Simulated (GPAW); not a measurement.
A self-consistent single point of SrCu2Ge2 (I4/mmm, 5 atoms in the cell) with GPAW.

Method of the run: LDA (Perdew-Wang 92), GPAW PAW datasets LDA (gpaw-data 1.0.1) (plane waves; GPAW).

```
CELL_PARAMETERS angstrom
     -2.15371     2.15371     5.19496
      2.15371    -2.15371     5.19496
      2.15371     2.15371    -5.19496
ATOMIC_POSITIONS crystal
  Sr 0.00000 0.00000 0.00000
  Cu 0.25000 0.75000 0.50000
  Cu 0.75000 0.25000 0.50000
  Ge 0.62698 0.62698 0.00000
  Ge 0.37302 0.37302 0.00000
```

Reference input (self-consistent single point, DFT PBEsol, plane waves, GPAW PAW datasets PBEsol (made by gpaw-setup)): mode = pw; ecut = 850 eV; xc = PBEsol; kpts = 7 7 7; mesh shift (steps) = 0 0 0; occupations.name = fermi-dirac; occupations.width = 0.136 eV; nbands = -13; symmetry.symmorphic = false; symmetry.tolerance = 0.0005; maxiter = 120. This run's input differs from it in these lines:

```diff
@@ -16,3 +16,3 @@
 calc = GPAW(mode=PW(850),
-            xc='PBEsol',
+            xc='LDA',
             kpts=(7, 7, 7),
```

Its files differ too (potentials: GPAW PAW datasets LDA (gpaw-data 1.0.1)).

Log, with long lists cut:

```
     iter     time        total  log10-change:
                         energy   eigst   dens
iter:   1 --:--:--   -27.197255
iter:   2 --:--:--   -25.102793   -1.35  -1.14
iter:   3 --:--:--   -23.799478   -0.85  -1.27
iter:   4 --:--:--   -23.890499   -1.44  -1.46
iter:   5 --:--:--   -23.834445   -2.22  -1.60
iter:   6 --:--:--   -23.738269   -1.45  -1.89
iter:   7 --:--:--   -23.790473   -2.24  -2.00
iter:   8 --:--:--   -23.658883   -1.77  -2.01
iter:   9 --:--:--   -23.659535   -3.46  -2.90
iter:  10 --:--:--   -23.658114c  -4.07  -2.84
iter:  11 --:--:--   -23.658202c  -4.01  -3.08
iter:  12 --:--:--   -23.657999c  -4.23  -3.10
iter:  13 --:--:--   -23.657927c  -5.10  -3.34
iter:  14 --:--:--   -23.657923c  -6.57  -3.36
iter:  15 --:--:--   -23.657926c  -5.38  -3.39
iter:  16 --:--:--   -23.657901c  -6.05  -3.94
iter:  17 --:--:--   -23.657899c  -7.52c -4.16c
Converged after 17 iterations.

Dipole moment: (-0.000000, -0.000000, 0.000000) |e|*Ang

Energy contributions relative to reference atoms: (reference = -290334.564587)

Kinetic:        -10.363419
Potential:       +8.255480
External:        +0.000000
XC:             -21.334178
Entropy (-ST):   -0.111903
Local:           -0.159831
SIC:             +0.000000
--------------------------
Free energy:    -23.713851
Extrapolated:   -23.657899

Showing only first 2 kpts
 Kpt  Band  Eigenvalues  Occupancy
  0    18      5.33090    1.99978
  0    19      7.48574    0.00235
  0    20      7.68215    0.00056
  0    21      7.68215    0.00056

  1    18      5.30405    1.99982
  1    19      6.36679    1.63036
  1    20      6.55906    1.03513
  1    21      9.32372    0.00000

Fermi level: 6.56862

No gap
   [... lines left out ...]
Energy (eV): -23.657899

Forces in eV/Ang:
  0 Sr   -0.00000   -0.00000   -0.00000
  1 Cu    0.00000   -0.00000    0.00000
  2 Cu   -0.00000   -0.00000    0.00000
  3 Ge   -0.00000   -0.00000    0.26358
  4 Ge    0.00000    0.00000   -0.26358

Stress tensor:
     0.045491    -0.000000    -0.000000
    -0.000000     0.045491     0.000000
    -0.000000     0.000000     0.046193
Stress (GPa, Voigt): [ 7.2884  7.2884  7.4009  0.     -0.     -0.    ]
```

The run converged in 17 iterations. GPAW prints stress with tension positive. Against the reference run the pressure goes from -4.50 to -7.33 GPa and the largest force goes from 0.118 to 0.264 eV/Å.

The starting cell comes from a database of computed structures (which also holds hypothetical and non-ambient phases and stackings), without a prior relaxation at this level. Its lattice was rescaled by a random factor within 2.5 % of one. Spin polarisation is off. With a pressure of about -7 GPa the cell is away from its equilibrium volume at this level.

Cost on one core of a shared machine: roughly 5 min.
